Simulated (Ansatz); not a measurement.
MgO (Fm-3m), PBEsol, rigid bands (Ansatz, a quantum-chemistry and plane-wave program): Condition of this run: hydrostatic pressure 15 GPa (the target of the relaxation). band gap 5.43 eV, N_c = 5.53e18 cm⁻³ and N_v = 2.62e20 cm⁻³ at 300 K, conductivity masses of 0.381 mₑ (electrons) and 2.17 mₑ (holes). Take k_BT = 0.02585 eV.

Task: Find the intrinsic carrier density and the intrinsic Fermi level.

Result: n_i = √(N_c N_v) exp(−E_g/2k_BT) = 3.81e19 × exp(−105.02) = 9.3e-27 cm⁻³. The level lies (k_BT/2) ln(N_v/N_c) = 50 meV from mid-gap (positive towards the conduction band). Each 0.1 eV added to the gap lowers n_i by a factor of 6.9.

Task: What thermal injection velocity √(2k_BT/πm) limits a ballistic channel?

Result: 8.72e6 cm/s for electrons and 3.65e6 cm/s for holes, a ratio of √(m_h/m_e) = 2.39, for dilute carriers.

Task: A film of it is 3 nm thick. Estimate the confinement energies in an infinite well.

Result: ħ²π²/(2m t²) = 0.376 eV·nm²/(m/mₑ × t²) gives 110 meV for electrons and 19.3 meV for holes, so the gap would widen to about 5.56 eV. Finite barriers and nonparabolic bands lower this, and with several valleys or bands the heaviest mass along the normal sets the lowest level, not this average.

Rigid, parabolic bands with the computed gap; masses take one relaxation time for all states. Spin-orbit coupling is left out.
